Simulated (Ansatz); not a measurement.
The reference is a 10-atom supercell of LiNbO3 (space group R3c, No. 161; a = 5.190 Å, c = 14.016 Å (hexagonal axes)) at its relaxed geometry.

The values are results of PBE (Ansatz, a first-principles code; PAW; 420 eV plane waves; scalar-relativistic without spin-orbit coupling), earlier PAW set, not measurements.

One neutral defect a cell, atoms relaxed at fixed cell.

One change was made to it. Results:

```csv
quantity,base,after
pressure,0.0 GPa,4.6 GPa
largest displacement of a host atom from its site in the perfect cell,–,0.13 Å
```

**Question.** Which of these changes matches the shifts?
A. Nb on a Li site (antisite)
B. Zr on a Nb site
C. Nb vacancy

**Answer.** B, Zr on a Nb site. For comparison, the pressure in the other runs: Nb vacancy gives 6.7 GPa; Nb on a Li site (antisite) gives 7.6 GPa.

The magnetic state is the one reached from the starting moments; the real material's order can differ, and small cells can't hold many antiferromagnetic ones. The cell is small, so the values are those of an ordered compound at a high defect concentration; dilute-limit values will differ. A case with no gap was solved on a k-mesh chosen for an insulator, which is coarse for it. Starting moments died away, wholly or in part, for Nb on a Li site (antisite); another magnetic solution may exist. No Hubbard U is applied, and correlation can decide whether such a compound is a metal.
